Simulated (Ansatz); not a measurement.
The starting structures come from a database of crystals and need not be the phases stable at ambient conditions.

 Where the default PAW files enter, the runs use the earlier of Ansatz's two default sets.

# Evanescent states of RbBr (Fm-3m, rock salt, not sure to be the ambient phase, 2 atoms a cell, 41.3 Å³ an atom) along the normal of (110)

The numbers are results of r2SCAN (plane waves, PAW; Ansatz, a program for electronic structure), not measurements.

The gap is the functional's own, uncorrected, and κ follows it; spin-orbit coupling is left out. Mid-gap values are interpolated between the computed energies.

Energies count from the valence-band top; κ is the least over a 6×6 mesh across the current.

```tsv
E (eV)	κ (1/Å)	where
0.12	0.144	Γ
0.34	0.232	Γ
0.57	0.282	Γ
0.81	0.315	Γ
1.03	0.338	Γ
1.26	?	Γ
1.50	?	Γ
1.73	?	Γ
1.96	?	Γ
2.19	?	Γ
2.42	?	Γ
2.65	?	Γ
2.88	?	Γ
3.10	?	Γ
3.33	?	Γ
3.56	?	Γ
3.79	0.297	Γ
4.03	0.271	Γ
4.25	0.239	Γ
4.49	0.196	Γ
4.71	0.135	Γ
```

### Question
Some entries are withheld; supply them.

### Answer

- 1.26, κ (1/Å): 0.354
- 1.50, κ (1/Å): 0.365
- 1.73, κ (1/Å): 0.372
- 1.96, κ (1/Å): 0.375
- 2.19, κ (1/Å): 0.376
- 2.42, κ (1/Å): 0.373
- 2.65, κ (1/Å): 0.368
- 2.88, κ (1/Å): 0.360
- 3.10, κ (1/Å): 0.349
- 3.33, κ (1/Å): 0.335
- 3.56, κ (1/Å): 0.318
